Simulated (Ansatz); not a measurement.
Input:

```yaml
crystal:
  lattice:
    - [2.38693, 1.37810, 4.33827]
    - [-2.38693, 1.37810, 4.33827]
    - [0.00000, -2.75619, 4.33827]
  atoms:
    - { symbol: Al, position: [0.14792, 0.14792, 0.14792] }
    - { symbol: Al, position: [0.85208, 0.85208, 0.85208] }
    - { symbol: Al, position: [0.35208, 0.35208, 0.35208] }
    - { symbol: Al, position: [0.64792, 0.64792, 0.64792] }
    - { symbol: O, position: [0.94414, 0.55586, 0.25000] }
    - { symbol: O, position: [0.05586, 0.44414, 0.75000] }
    - { symbol: O, position: [0.25000, 0.94414, 0.55586] }
    - { symbol: O, position: [0.75000, 0.05586, 0.44414] }
    - { symbol: O, position: [0.55586, 0.25000, 0.94414] }
    - { symbol: O, position: [0.44414, 0.75000, 0.05586] }
```

These are PBEsol, rigid bands (plane waves, PAW, scalar-relativistic; Ansatz, a program for electronic structure) values and carry that method's errors. Cell: cell and atoms relaxed with PBEsol.

What conductivity effective mass do dilute electrons have at 300 K?

0.38 (x), 0.38 (y), 0.41 (z) mₑ.

What conductivity effective mass do dilute holes have at 300 K?

4.5 (x), 4.5 (y), 2.5 (z) mₑ.

And the band gap?

6.03 eV at this level; semilocal functionals usually fall short of the measured gap.

Rigid bands, one relaxation time for all states, no polarons. Spin-orbit coupling is left out; where it splits the top of the valence band it changes the hole mass and lowers the gap by about a third of the splitting.
